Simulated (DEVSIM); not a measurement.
Device: Cr/SiO2/n-GaAs capacitor, at 300 K.

Layer 1 from the left is SiO2, thickness (nm) 0.850. Layer 2 from the left is GaAs, thickness (nm) 7100, Nd (cm⁻³) 8.3e15.

Metal gate on the left, work function 4.5 eV. Fixed charge at the semiconductor interface 0 cm⁻² (in units of +e); no interface traps.

This is a model device: material constants are rounded textbook-type values typed into the input, and sizes, dopings and lifetimes were drawn at random. Values at 300 K.

SiO2: gap (eV) 9, affinity (eV) 0.9, permittivity 3.9. GaAs: gap (eV) 1.424, affinity (eV) 4.07, permittivity 12.9, Nc (cm⁻³) 4.7e17, Nv (cm⁻³) 9e18.

Question: Estimate by hand the flat-band voltage, the threshold voltage, and compare with a numerical solution.

Answer: 
- Flat-band voltage: C = 4.06 μF/cm², work-function difference 0.326 V; VFB = φms − qNf/C = 0.33 V; numerical 0.33 V.
- Threshold voltage: φF = 0.569 V, depletion charge √(4εqNφF) = 5.88e-8 C/cm²; VT = VFB − 2φF − Qd/C = -0.83 V; numerical -0.83 V.

DEVSIM, 1D Poisson equation in equilibrium, Boltzmann statistics, complete ionisation; no quantum confinement or tunnelling. Metal contacts follow the ideal Schottky-Mott rule: no Fermi-level pinning, no interface dipoles.
